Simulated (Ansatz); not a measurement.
Here is the system:

```
W2C
1.0
    4.67483     0.00000     0.00000
    0.00000     5.24353     0.00000
    0.00000     0.00000     3.00755
W C
4 2
Cartesian
  1.21057   0.83457   1.50377
  3.46426   4.40896   1.50377
  3.54799   1.78719   0.00000
  1.12684   3.45633   0.00000
  0.00000   0.00000   0.00000
  2.33742   2.62176   1.50377
```

The numbers are results of PBEsol, DFPT electron-phonon coupling, linearised Boltzmann equation (plane waves, PAW, scalar-relativistic; Ansatz, a first-principles code), not measurements. Cell: relaxed with this functional, without spin-orbit coupling.

**Question.** Predict the intrinsic resistivity at 300 K.

**Answer.** 13.6 (x), 26 (y), 24 (z) μΩ·cm.

**Question.** And the electrons' mean free path at that temperature?

**Answer.** 4.6 (x), 4.3 (y), 4.3 (z) nm, weighted by the current that each state carries. Wires not much wider than this gain resistivity from their walls.

A metal at this level (no band gap). Only scattering by harmonic phonons is included (no impurities, grain boundaries, electron-electron scattering or thermal expansion). Spin-orbit coupling is left out, which matters with elements this heavy. Halving the electron mesh (20x16x28) moves the resistivity by up to 8 % at 300 K, the mean free path by up to 6 %. Smearing 0.20 eV; phonons on a 3x3x5 q mesh, which this run doesn't test.

Computed structure, not matched to a measured one here, so possibly hypothetical: W2C (Pnnm).
